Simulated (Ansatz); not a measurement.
Results of HSE06 (plane waves, PAW; Ansatz, a program for electronic structure) for C11b MoSi2.

Numerical settings: plane-wave cutoff 500 eV, 12×12×12 k mesh, Fermi–Dirac smearing 0.05 eV, no spin polarisation, scalar-relativistic PAW data made under PBE.

Computed at the level's own relaxed cell.

Predict the equilibrium volume per atom, equilibrium lattice constant a and lattice parameter c.


equilibrium volume per atom: 13.24 Å³/atom
equilibrium lattice constant a: 3.191 Å
lattice parameter c: 7.799 Å

Measured, for comparison: lattice constant a 3.205 Å, lattice parameter c 7.845 Å (temperature not stated, no zero-point or thermal correction; as tabulated in Pavlosiuk et al. (2022), arXiv:2202.05362). Computed (rounded) less measured: lattice constant a -0.4 %, lattice parameter c -0.6 %. A static lattice is as a rule a little smaller and stiffer than an uncorrected measurement, which narrows the difference in the lattice constant a, lattice parameter c and would widen misses of the other sign.

Note: exact exchange on metals is sensitive to the k mesh and can open a false gap; the run warned that the count of filled bands differs between k points.

Static lattice: no zero-point or thermal effects.
